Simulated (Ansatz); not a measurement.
Start from WSi$_{2}$ (space group I4/mmm, No. 139; a = 3.211 Å, c = 7.805 Å; relaxed with 0.1 eV smearing). Axes: x, y, z lie along a, b, c of the conventional cell.

Level of theory: r2SCAN (Ansatz, a quantum-chemistry and plane-wave program; PAW; 500 eV plane waves; scalar-relativistic without spin-orbit coupling).

Strains are applied to the cell and any free atomic positions relax; under biaxial strain the out-of-plane vector relaxes too; under stress the whole cell relaxes.

One change was made to it. Results:

The volume per atom rises by 0.138 Å³ (13.42 Å³ → 13.55 Å³); the energy increases by 5.4 meV/atom.

Name the change that was made.
A. biaxial strain −1.64 %, plane normal [001], relaxed out of plane
B. uniaxial stress, 0.5 GPa compression along z
C. uniaxial stress, 8 GPa tension along z

C, uniaxial stress, 8 GPa tension along z. For comparison, the energy relative to the base in the other runs: biaxial strain −1.64 %, plane normal [001], relaxed out of plane gives +12 meV/atom; uniaxial stress, 0.5 GPa compression along z gives 0.0 meV/atom.

Stability under load was not tested beyond the relaxation. The final runs are not spin-polarised.
